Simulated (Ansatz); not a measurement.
The reference is GaP in the zinc blende structure (space group F-43m, No. 216; a = 5.438 Å).

Modification: As replaces 33.3 % of the P, ordered in a cell of 6 atoms (starting symmetry P3m1) and fully relaxed.

The other end (x = 1) is GaAs in the zinc blende structure (space group F-43m, No. 216): 22.65 Å³/atom, gap 0.42 eV.

Levels (all Ansatz, an electronic-structure program, PAW): PBEsol (420 eV, spin-orbit coupling left out); HSE06 (420 eV, without spin-orbit coupling).

The geometry is relaxed with PBEsol.

```
Property           Value
---------------  -------
PBEsol band gap  1.18 eV
```

With HSE06 at the same geometry, the band gap rises by 0.86 eV (1.18 eV → 2.04 eV).

Single points use the geometry relaxed with PBEsol. These are small ordered cells, not random alloys; other orderings at the same x differ. Whether these cells are dynamically stable was not tested.
